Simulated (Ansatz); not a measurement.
Consider HfO2 in the fluorite structure (space group Fm-3m, No. 225; a = 5.098 Å).

Computed with PBE, PAW, 420 eV (Ansatz, an electronic-structure program; no spin-orbit coupling).

Base values:

| Property | Value |
|---|---|
| Gap character | direct at X |
| Pressure | 0.00 GPa |

Now apply this change: every lattice vector is stretched by 0.50 %; the atoms relax in the strained cell.

Task: What does the calculation give for the gap character after the change?

Result: The gap character remains direct at X.

Task: How does this affect the pressure?

Result: The pressure goes from zero to -3.56 GPa.

Spin-orbit coupling, missing from the scalar runs, can matter with Hf. Stability against distortions was not tested. This is not the structure that HfO2 has at room temperature and ambient pressure.
